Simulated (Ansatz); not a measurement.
Base system: BeTe in the zinc blende structure (space group F-43m, No. 216; a = 5.6569 Å). Axes: x, y, z lie along the cube axes.

It is then changed as follows: biaxial strain −3.68 %, plane normal [001], relaxed out of plane (Cartesian); in-plane vectors clamped, the third vector and the atoms free.

Levels (all Ansatz, an electronic-structure program, PAW): r2SCAN (500 eV, no SOC); HSE06+SOC (420 eV, spin-orbit coupling included).

The geometry is relaxed with r2SCAN.

| Item | Result |
|---|---|
| r2SCAN band gap | 1.97 eV |
| r2SCAN valence-band top at Γ | 0.00, 0.00, -0.42 eV |

Predict the band gap and valence-band top at Γ from HSE06+SOC.

The band gap decreases by 0.013 eV (1.97 eV → 1.95 eV); the valence-band top at Γ (three highest Kramers pairs, from the VBM) goes from 0.00, 0.00, -0.42 eV to 0.00, -0.25, -1.21 eV.

Single points use the geometry relaxed with r2SCAN. HSE06 gaps are upper bounds (no full band path). Differences between runs with and without spin-orbit coupling are approximate. With Te present, leaving out spin-orbit coupling can change the band edges. Stability against distortions was not tested.
